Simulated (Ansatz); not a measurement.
Start from CdTe in the zinc blende structure (space group F-43m, No. 216; a = 6.409 Å). Axes: x, y, z lie along the cube axes.

All numbers come from LDA (Ansatz, an electronic-structure program), no spin-orbit coupling.

Strains are applied to the cell and any free atomic positions relax; under biaxial strain the out-of-plane vector relaxes too.

One change was made to it. Results:

The gap character stays direct at Γ; the shortest interatomic distance rises by 0.003 Å to 2.778 Å; the valence-band top at Γ (three highest levels, from the VBM) goes from 0.00, 0.00, 0.00 eV to 0.00, -0.04, -0.04 eV.

Task: Which of these changes matches the shifts?
A. biaxial strain −1.50 %, plane normal [001], relaxed out of plane
B. biaxial strain +3.00 %, plane normal [001], relaxed out of plane
C. biaxial strain −2.50 %, plane normal [001], relaxed out of plane
D. biaxial strain +0.50 %, plane normal [001], relaxed out of plane

Result: D, biaxial strain +0.50 %, plane normal [001], relaxed out of plane. For comparison, the valence-band top at Γ in the other runs: biaxial strain −2.50 %, plane normal [001], relaxed out of plane gives 0.00, 0.00, -0.23 eV; biaxial strain +3.00 %, plane normal [001], relaxed out of plane gives 0.00, -0.21, -0.21 eV; biaxial strain −1.50 %, plane normal [001], relaxed out of plane gives 0.00, 0.00, -0.13 eV.

Spin-orbit coupling, missing from the scalar runs, can matter with Te. No phonon test of stability was made. k-point labels follow each cell's own Brillouin zone.
